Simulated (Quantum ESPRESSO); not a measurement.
A self-consistent single point of InP (F-43m, 2 atoms in the cell) with Quantum ESPRESSO.

Method of the run: PBE, PseudoDojo standard norm-conserving (PBE) pseudopotentials (plane waves; Quantum ESPRESSO 7.5).

```yaml
crystal:
  lattice:
    - [0.00000, 3.00098, 3.00098]
    - [3.00098, 0.00000, 3.00098]
    - [3.00098, 3.00098, 0.00000]
  atoms:
    - { symbol: In, position: [0.00000, 0.00000, 0.00000] }
    - { symbol: P, position: [0.25000, 0.25000, 0.25000] }
```

Reference input (self-consistent single point, DFT, PBE, plane waves, PseudoDojo standard norm-conserving (PBE) pseudopotentials): ecutwfc = 70 Ry; occupations = smearing; smearing = gaussian; degauss = 0.0036749 Ry; potentials = {In: In.upf, P: P.upf}; K_POINTS = automatic 5 5 5 1 1 1; conv_thr = 1e-09 Ry. This run's input differs from it in these lines:

```diff
@@ -19,3 +19,3 @@
 &ELECTRONS
- conv_thr = 1.0d-9
+ conv_thr = 1.0d-5
 /
```

Output, abridged:

```
     Self-consistent Calculation

     iteration #  1     ecut=    70.00 Ry     beta= 0.70

     Threshold (ethr) on eigenvalues was too large:
     Diagonalizing with lowered threshold

     total energy              =    -146.75424244 Ry
     estimated scf accuracy    <       0.10168632 Ry

     iteration #  2     ecut=    70.00 Ry     beta= 0.70

     total energy              =    -146.78159305 Ry
     estimated scf accuracy    <       0.03761549 Ry

     iteration #  3     ecut=    70.00 Ry     beta= 0.70

     total energy              =    -146.78907318 Ry
     estimated scf accuracy    <       0.00052445 Ry

     iteration #  4     ecut=    70.00 Ry     beta= 0.70

     total energy              =    -146.78916350 Ry
     estimated scf accuracy    <       0.00004809 Ry

     iteration #  5     ecut=    70.00 Ry     beta= 0.70
     End of self-consistent calculation

     the Fermi energy is     7.0223 ev

!    total energy              =    -146.78916891 Ry
     estimated scf accuracy    <       0.00000504 Ry
     smearing contrib. (-TS)   =      -0.00000000 Ry
     internal energy E=F+TS    =    -146.78916891 Ry

     convergence has been achieved in   5 iterations

     Forces acting on atoms (cartesian axes, Ry/au):

     atom    1 type  1   force =    -0.00000000    0.00000000   -0.00000000
     atom    2 type  2   force =     0.00000000   -0.00000000    0.00000000

     Total force =     0.000000     Total SCF correction =     0.000000

          total   stress  (Ry/bohr**3)                   (kbar)     P=      -13.60
  -0.00009248   0.00000000   0.00000000          -13.60        0.00        0.00
   0.00000000  -0.00009248   0.00000000            0.00      -13.60        0.00
   0.00000000   0.00000000  -0.00009248            0.00        0.00      -13.60

   JOB DONE.
```

The run converged in 5 iterations. Against the reference run the free energy hardly moves (within 1 meV/atom), the pressure goes from -1.14 to -1.36 GPa and the gap on the mesh moves little (1.320 to 1.321 eV).

The starting cell comes from a database of computed structures (which also holds hypothetical and non-ambient phases and stackings), without a prior relaxation at this level. Its lattice was rescaled by a random factor within 2.5 % of one. The shifted mesh does not hold Γ, so a gap read on it misses any band edge there.
